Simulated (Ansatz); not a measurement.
Input and output of a self-consistent single point for HfTeSe (P3m1, 3 atoms in the cell) (Ansatz, a program for electronic structure).

Method of the run: PBEsol, default PAW files made with PBE (plane waves; Ansatz).

The change in words: lattice scaled by 0.98; basis.ecutwfc: 420 eV → 1010 eV. Reference geometry:
```
CELL_PARAMETERS angstrom
      3.86459     0.00000     0.00000
     -1.93230     3.34683     0.00000
      0.00000     0.00000     6.73573
ATOMIC_POSITIONS crystal
  Hf 0.00000 0.00000 0.98919
  Te 0.66667 0.33333 0.25072
  Se 0.33333 0.66667 0.76752
```

Reference input (self-consistent single point, DFT, PBEsol, plane waves, default PAW files made with PBE): basis.ecutwfc = 420 eV; kpoints.mp_grid.grid = 8 8 4; hamiltonian.xc = pbesol; hamiltonian.pseudopotentials = {kind: paw} (the program's default PAW files); scf.occupations.method = fermi_dirac; scf.occupations.width = 0.1 eV. This run's input differs from it in these lines:

Ansatz 0.2 input:
```diff
@@ -3,5 +3,5 @@
   lattice:
-    - [3.864590, 0.000000, 0.000000]
-    - [-1.932295, 3.346833, 0.000000]
-    - [0.000000, 0.000000, 6.735732]
+    - [3.787298, 0.000000, 0.000000]
+    - [-1.893649, 3.279896, 0.000000]
+    - [0.000000, 0.000000, 6.601017]
   atoms:
@@ -11,3 +11,3 @@
 basis:
-  ecutwfc: 420.0
+  ecutwfc: 1010.0
 kpoints:
```

Log, with long lists cut:

```
SCF iter   1: F=—  HF=-27926.840258 eV  |F-HF|=—  |Δ(HF+E_count)|=         —  Δρ=3.59e-3  dr2=2.04e-2  ethr=1.77e-3  ⟨swp⟩=6.0  Hψ=4820  notcnv=0
all-band conjugate gradients solve this SCF's bands
preconditioner: auto → LDOS
SCF iter   2: F=—  HF=-27926.842210 eV  |F-HF|=—  |Δ(HF+E_count)|=   1.95e-3  Δρ=3.26e-3  dr2=2.56e-2  ethr=3.51e-5  ⟨swp⟩=2.0  Hψ=2695  notcnv=0
SCF iter   3: F=—  HF=-27926.836290 eV  |F-HF|=—  |Δ(HF+E_count)|=   5.92e-3  Δρ=7.47e-4  dr2=2.32e-3  ethr=3.51e-5  ⟨swp⟩=2.0  Hψ=2415  notcnv=0
SCF iter   4: F=—  HF=-27926.835868 eV  |F-HF|=—  |Δ(HF+E_count)|=   4.22e-4  Δρ=1.80e-4  dr2=5.23e-5  ethr=3.99e-6  ⟨swp⟩=2.0  Hψ=1426  notcnv=0
SCF iter   5: F=—  HF=-27926.835876 eV  |F-HF|=—  |Δ(HF+E_count)|=   7.54e-6  Δρ=4.82e-5  dr2=2.11e-6  ethr=9.02e-8  ⟨swp⟩=2.0  Hψ=2240  notcnv=0
SCF iter   6: F=—  HF=-27926.835875 eV  |F-HF|=—  |Δ(HF+E_count)|=   1.21e-6  Δρ=1.85e-5  dr2=2.51e-7  ethr=3.63e-9  ⟨swp⟩=2.0  Hψ=2266  notcnv=0
SCF iter   7: F=-27926.835875 eV  HF=-27926.835875 eV  |F-HF|=2.24e-8  |Δ(HF+E_count)|=   6.46e-8  Δρ=5.40e-6  dr2=1.82e-8  ethr=1.72e-10  ⟨swp⟩=6.6  Hψ=6051  notcnv=0
SCF 1 converged in 7 iterations: F = -27926.835875 eV  dr2 = 1.82e-8
Free energy (F): -27926.835875 eV
Internal energy: -27926.818153 eV  (E = F + TS)
E sigma→0 (E₀):  -27926.827014 eV
Entropy (-TS):   -0.017722 eV (-5.907 meV/atom)
Fermi energy:    11.158900 eV
--- Forces (eV/Å), atoms counted from 1 ---
  atom   1  Hf     0.00000000    -0.00000000    -0.94446076
  atom   2  Te     0.00000000     0.00000000     1.43075409
  atom   3  Se     0.00000000    -0.00000000    -0.48624539
--- Stress (GPa, compression-positive) ---
        3.091028       0.000000       0.000000
        0.000000       3.091028      -0.000000
        0.000000      -0.000000       5.486421
  P = ⅓ Tr σ = 3.8895 GPa (38.895 kbar)
  The stress holds the Pulay correction. Without it, at fixed plane waves, as pw.x and ABINIT print it: P = 3.8874 GPa
```

The run converged in 7 iterations. Against the reference run the free energy rises by 14.4 meV/atom, the pressure goes from -0.72 to 3.89 GPa and the largest force goes from 0.779 to 1.431 eV/Å.

The starting cell comes from a database of computed structures (which also holds hypothetical and non-ambient phases and stackings), without a prior relaxation at this level. Its lattice was rescaled by up to half a per cent. One atom was moved a little off its site on purpose. For this run, on top of that: lattice scaled by 0.98. Spin-orbit coupling is off. Forces in this geometry exceed 1 eV/Å. Ansatz's pressure includes its estimate of the finite-basis (Pulay) stress.
